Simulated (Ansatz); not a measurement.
**WS2, response to strain**

The reference is WS2 (space group P6_3/mmc, No. 194; layered, stacked along the Cartesian z axis).

```xyz
6
Lattice="3.1147 0.0000 0.0000 -1.5574 2.6974 0.0000 0.0000 0.0000 11.7724" Properties=species:S:1:pos:R:3 pbc="T T T"
W      1.5574     0.8991     2.9431
W      0.0000     1.7983     8.8293
S      1.5574     0.8991    10.4014
S      0.0000     1.7983     4.5152
S      0.0000     1.7983     1.3709
S      1.5574     0.8991     7.2571
```

Strains are applied to the cell and any free atomic positions relax.

All numbers come from PBEsol-D3(BJ)/PAW in Ansatz (a first-principles code), without spin-orbit coupling.

```json
[
 {"change": "base", "width of the top valence band": "2.05 eV", "volume per atom": "16.48 Å³", "hole mass": "0.96 mₑ along c, 0.46 mₑ across (at Γ)", "electron mass": "0.39 mₑ along c, 0.46 mₑ across (off the special points)"},
 {"change": "isotropic strain −3.00 %", "width of the top valence band": "2.16 eV", "volume per atom": "15.05 Å³", "hole mass": "0.99 mₑ along c, 0.41 mₑ across (at Γ)", "electron mass": "0.29 mₑ along c, 0.38 mₑ across (off the special points)"},
 {"change": "isotropic strain −2.40 %", "width of the top valence band": "2.16 eV", "volume per atom": "15.33 Å³", "hole mass": "0.97 mₑ along c, 0.43 mₑ across (at Γ)", "electron mass": "0.31 mₑ along c, 0.39 mₑ across (off the special points)"},
 {"change": "isotropic strain −1.80 %", "width of the top valence band": "2.14 eV", "volume per atom": "15.61 Å³", "hole mass": "0.96 mₑ along c, 0.44 mₑ across (at Γ)", "electron mass": "0.33 mₑ along c, 0.41 mₑ across (off the special points)"},
 {"change": "isotropic strain −1.20 %", "width of the top valence band": "2.11 eV", "volume per atom": "15.90 Å³", "hole mass": "0.94 mₑ along c, 0.44 mₑ across (at Γ)", "electron mass": "0.35 mₑ along c, 0.43 mₑ across (off the special points)"},
 {"change": "isotropic strain −0.60 %", "width of the top valence band": "2.08 eV", "volume per atom": "16.19 Å³", "hole mass": "0.95 mₑ along c, 0.45 mₑ across (at Γ)", "electron mass": "0.37 mₑ along c, 0.44 mₑ across (off the special points)"}
]
```

Spin-orbit coupling, missing from the scalar runs, can matter with W. The levels and masses belong to the bands next to the band gap. Masses are band curvatures over ±0.01 Å⁻¹ around the edge. Stability against distortions was not tested.
